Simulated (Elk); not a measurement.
**How a calculation on NiBi (P6_3/mmc, 4 atoms in the cell) responds to its settings**

```
NiBi
1.0
    3.59130     0.00000     0.00000
   -1.79565     3.11016     0.00000
    0.00000     0.00000     7.24703
Ni Bi
2 2
Direct
  0.33333   0.66667   0.25000
  0.66667   0.33333   0.75000
  0.00000   0.00000   0.00000
  0.00000   0.00000   0.50000
```

Base run A: Elk with LDA (PW92), all-electron FP-LAPW, Elk's shipped species files, default APW+lo basis, self-consistent single point.

Its settings: stype = 1; swidth = 0.00183747 Ha; ngridk = 5 5 3; rmtscf = 0.94; maxscl = 100.

The starting cell comes from a database of computed structures (which also holds hypothetical and non-ambient phases and stackings), without a prior relaxation at this level. Spin polarisation is off. Values depend on the basis (sphere radii, cutoffs, local orbitals), which need not be converged. Without a gap this mesh is coarse (it stands for a supercell whose shortest vector is 18 Å).

ΔE is the total energy (no entropy term) per atom less that of run A. A dash stands where there is no value to compare (another energy zero or no entropy term, no result, no spin, no clean gap, or a mesh too coarse for one). 

| run | epspot, epsengy | ΔE (meV/atom) | ending |
|---|---|---|---|
| A | default, default | 0.00 | converged |
| B | 3.7e-05 Ha, 0.0037 Ha | -0.37 | converged |
| C | 3.7e-06 Ha, 0.00037 Ha | -0.34 | converged |
| D | 3.7e-07 Ha, 3.7e-05 Ha | 0.56 | converged |
| E | 3.7e-08 Ha, 3.7e-06 Ha | 0.55 | converged |
| F | 3.7e-09 Ha, 3.7e-07 Ha | – | not converged |
| G | 3.7e-10 Ha, 3.7e-08 Ha | – | not converged |
| H | 3.7e-12 Ha, 3.7e-10 Ha | – | not converged |
| I | 3.7e-14 Ha, 3.7e-12 Ha | – | not converged |
| J | 3.7e-16 Ha, 3.7e-14 Ha | – | not converged |

Run G against A: The run ended unconverged after 100 iterations.

Run J against A: The run ended unconverged after 100 iterations.

Run B against A: The total energy hardly moves (within 1 meV/atom).
